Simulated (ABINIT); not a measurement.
Equation of state of CsCl-type AuZn (space group 221): energy against volume (ABINIT, PBEsol)

```
CELL_PARAMETERS angstrom
      3.05854     0.00000     0.00000
      0.00000     3.05854     0.00000
      0.00000     0.00000     3.05854
ATOMIC_POSITIONS crystal
  Zn 0.50000 0.50000 0.50000
  Au 0.00000 0.00000 0.00000
```

Method: PBEsol, norm-conserving pseudopotentials (PseudoDojo nc-sr-04 PBEsol standard) (plane waves; ABINIT). Settings: pseudos = [Zn.upf, Au.upf]; ecut = 55 Ha; ixc = -116133; occopt = 3; tsmear = 0.05 eV; ngkpt = 16 16 16; nshiftk = 1; shiftk = 0 0 0; potentials = PseudoDojo nc-sr-04 PBEsol standard; nband = 27; kptopt = 1; nstep = 80; toldfe = 1e-09 Ha. The cell above is the first row's. The rows scale it uniformly. In all rows fractional positions and the k mesh are held. E is the free energy at the stated smearing, counted from the lowest row.

```csv
V (Å^3/atom),E (meV/atom)
14.306,31.82
14.617,14.03
14.928,3.73
15.239,0.00
15.550,2.02
15.861,9.10
16.172,20.59
16.483,35.93
16.794,?
```

Question: Using the third-order Birch-Murnaghan form, a cubic in V^(-2/3), estimate the missing E at V = 16.794 from the other rows, showing the fit.

Answer: With u = V^(-2/3) - 0.162, the rows have u = 0.007689, 0.005274, 0.002942, 0.000691, -0.001486, -0.003591, -0.005629, -0.007602. Least squares gives E = 0.051 - 475.78·u + 578659·u² + 2677999·u³. Residuals (row less fit): -0.001, 0.000, 0.002, 0.001, -0.007, 0.003, 0.003, -0.002; standard error 0.004 (degrees of freedom: 4). Its minimum lies at u = 0.000410, so V0 = (0.162410)^(-3/2) = 15.28. There d²E/du² = 1164000 and d³E/du³ = 1.607e7, so B0 = (4/9) × 15.28^(-7/3) × 1164000 × 0.160218 = 143 GPa (the last factor turns the table's units into GPa), and B0' = 4 + (2/3) × 0.162410 × (1.607e7)/1164000 = 5.5. The program's pressures in the fitted runs (not shown) pass through zero at V = 15.28, 0.01 % from this V0. At the withheld row, u = -0.009514, so E = 0.051 - 475.78 × (-0.009514) + 578659 × (-0.009514)² + 2677999 × (-0.009514)³ = 54.649 meV/atom. The calculation gives 54.65 meV/atom, which the fit meets to the printed digits. The row lies outside the fitted rows, so this is an extrapolation. From the scatter of the fitted rows alone, a prediction at this place has a standard error of 0.011 meV/atom, so the miss is 0.1 times that.

Carrying the step between the two nearest rows on in a straight line would have given 51.27, off by 3.38; series whose last step already gives the withheld value aren't shown. The scan was laid around a cell of about the measured size, scaled by a guess for this functional. The runs keep the symmetry of the cell, so they don't test it for distortions. Spin-orbit coupling is off. Cutoffs and mesh are single choices, not tested for convergence of this quantity. Series with a scatter that would blur these digits, or in which a gap closes, are not shown. Nor are scans whose minimum lies at an end fitted in this form.
